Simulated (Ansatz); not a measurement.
A relaxation of the atoms of La3Zr (P1, 4 atoms in the cell) with Ansatz (a first-principles code).

Method of the run: LDA (PW92), harder PAW files (source: ansatz) made with PBE (plane waves; Ansatz).

The change in words: atoms moved at random; scf.convergence.dr2_threshold: default (1e-07 eV) → 0.001 eV; relax: default → atoms; relax.f_tol: default → 0.03 eV/Å. Reference geometry:
```
CELL_PARAMETERS angstrom
      5.07267     0.00000     0.00000
      0.00000     5.07267     0.00000
      0.00000     0.00000     5.07267
ATOMIC_POSITIONS crystal
  La 0.00000 0.50000 0.50000
  La 0.50000 0.00000 0.50000
  La 0.50000 0.50000 0.00000
  Zr 0.00000 0.00000 0.00000
```

Reference input (self-consistent single point, DFT, LDA (PW92), plane waves, harder PAW files (source: ansatz) made with PBE): basis.ecutwfc = 600 eV; kpoints.mp_grid.grid = 5 5 5; hamiltonian.xc = lda; hamiltonian.pseudopotentials = {kind: paw, source: ansatz}; scf.occupations.method = methfessel_paxton; scf.occupations.width = 0.1 eV. This run's input differs from it in these lines:

Ansatz 0.2 input:
```diff
@@ -6,6 +6,6 @@
   atoms:
-    - { symbol: La, position: [0.000000, 0.500000, 0.500000] }
-    - { symbol: La, position: [0.500000, 0.000000, 0.500000] }
-    - { symbol: La, position: [0.500000, 0.500000, 0.000000] }
-    - { symbol: Zr, position: [0.000000, 0.000000, 0.000000] }
+    - { symbol: La, position: [0.001562, 0.511662, 0.504679] }
+    - { symbol: La, position: [0.507590, -0.000551, 0.488740] }
+    - { symbol: La, position: [0.490808, 0.501579, -0.006903] }
+    - { symbol: Zr, position: [0.000040, -0.012690, 0.013484] }
 basis:
@@ -19,2 +19,5 @@
   occupations: { method: methfessel_paxton, width: 0.1 }
+  convergence: { dr2_threshold: 1.0e-03 eV }
+relax:
+  f_tol: 0.03
 output:
```

Output, abridged:

```
   [... SCF lines of the steps left out ...]
relax step   1: F+E_penalty+E_count = -22376.77887947 eV  Δ(F+E_penalty+E_count) = +0.000e0 eV  max|allowed force component| = 2.417e-1 eV/Å  Δτ_max = 0.0000 Å  (7 SCF iters, accepted)
relax step   2: F+E_penalty+E_count = -22376.81407972 eV  Δ(F+E_penalty+E_count) = -3.520e-2 eV  max|allowed force component| = 5.553e-2 eV/Å  Δτ_max = 0.0856 Å  (4 SCF iters, accepted)
relax step   3: F+E_penalty+E_count = -22376.81576360 eV  Δ(F+E_penalty+E_count) = -1.684e-3 eV  max|allowed force component| = 4.907e-3 eV/Å  Δτ_max = 0.0159 Å  (3 SCF iters, accepted)
solved again in the potential of the output density, not every published eigenvalue holds within its bar: 252 eigenvalues moved, the lowest at band 0 …
Stability not checked (fill_not_monotonic)
Free energy (F): -22376.815764 eV
Internal energy: -22376.815840 eV  (E = F + TS)
E sigma→0 (E₀):  -22376.815783 eV
Entropy (-TS):   0.000076 eV (0.019 meV/atom)
Fermi energy:    11.654349 eV
--- Forces (eV/Å), atoms counted from 1 ---
  atom   1  La    -0.00087701     0.00270643    -0.00390363
   [... lines left out ...]
  atoms:
    - { symbol: La, position: [3.916424871429404e-5, 0.5000843138636702, 0.4999820293718399] }
    - { symbol: La, position: [0.49993924160978664, -0.00013012879095203688, 0.5000608840740772] }
    - { symbol: La, position: [0.5000017518502687, 0.5001197529295609, -3.14018386606607e-5] }
    - { symbol: Zr, position: [1.9842291230176298e-5, -7.393800227921192e-5, -1.1511607256556877e-5] }
```

The run converged. 

Summary of the result:
- Free energy E − TS (on the zero of these files) = -22376.8158 eV
- Fermi level (on the code's own zero) = 11.65 eV
- Pressure = -4.21 GPa
- Largest force (vector length) = 0.005 eV/Å
- Relaxation steps = 3

The starting cell comes from a database of computed structures (which also holds hypothetical and non-ambient phases and stackings), without a prior relaxation at this level. For this run, on top of that: atoms moved at random. Ansatz's pressure includes its estimate of the finite-basis (Pulay) stress.

Cost on one core of a shared machine: roughly 80 s.
